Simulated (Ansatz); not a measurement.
We consider 1T (CdI2-type) MnI₂, described by r²SCAN-D4 (Ansatz, an electronic-structure program, plane waves, PAW).

Run with plane-wave cutoff 560 eV, 12×12×6 k mesh (along the axes of the cell as run), Fermi–Dirac smearing 0.01 eV, spin-polarised with parallel moments, scalar-relativistic PAW data made under PBE.

The cell is scaled about its equilibrium volume:

Shape and atoms are relaxed at each volume.

```
V (Å³/atom)  P (GPa)  direct gap at Γ (eV)  smallest gap on the k mesh (eV)  c (Å)
-----------  -------  --------------------  -------------------------------  -----
32.731          0.76                 2.514                            1.952  6.741
33.413          0.35                 2.527                            2.004  6.827
34.095          0.00                 2.540                            2.052  6.913
34.777         -0.27                 2.549                            2.092  7.006
35.459         -0.47                 2.555                            2.124  7.107
```

The fundamental gap (2.05 eV at the equilibrium volume, with added k points) lies elsewhere than Γ–Γ.

Note: the magnetic order was assumed, not searched for or taken from measurement; the bulk modulus comes from volumes at which shape and atoms were relaxed.

Spin–orbit coupling is not included; with these elements it can move the gap by several tenths of an eV or more.
